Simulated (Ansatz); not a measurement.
## SnSiO4 (model structure, started from the ZrSiO4 type, I4₁/amd, No. 141, 12 atoms in the cell)

Computed with r²SCAN in Ansatz (plane waves, PAW).

Run with plane-wave cutoff 560 eV, 8×8×8 k mesh, Fermi–Dirac smearing 0.01 eV, scalar-relativistic PAW data made under PBE.

Cell (relaxed with PBEsol):

SnO₄Si is modelled in the tetragonal space group I4₁/amd, origin choice 1 (No. 141), Pearson symbol tI24. Conventional cell: a = b = 6.492 Å, c = 6.078 Å, α = β = γ = 90.00°. Sn on 4a has 4 O at 2.081 Å and 4 O at 2.277 Å. Si on 4b is coordinated by 4 O at 1.637 Å. O on 16h has 1 Si at 1.637 Å and 1 Sn at 2.081 Å and 1 Sn at 2.277 Å. (Neighbours: up to the widest gap in distance over summed covalent radii, below 1.35, at either atom; cation-cation and far metal-metal contacts left out.)
(The calculation used a cell of 12 atoms; values per cell refer to that cell.)

For SnSiO4 (model structure, started from the ZrSiO4 type, I4₁/amd, No. 141, 12 atoms in the cell), the band gap is 3.06 eV.

Note: the relaxation could raise the start's symmetry but not lower it, so the cell can be a saddle point; cell and atoms aren't relaxed at this level (largest force component 0.22 eV/Å, pressure -2.2 GPa).

Spin–orbit coupling is not included.

Static lattice: no zero-point or thermal effects.

A model structure was made by putting elements into a prototype or built by hand; it is no filed structure, need not be a known phase, and can be a saddle point held by its symmetry.

Ansatz is a program for electronic structure.
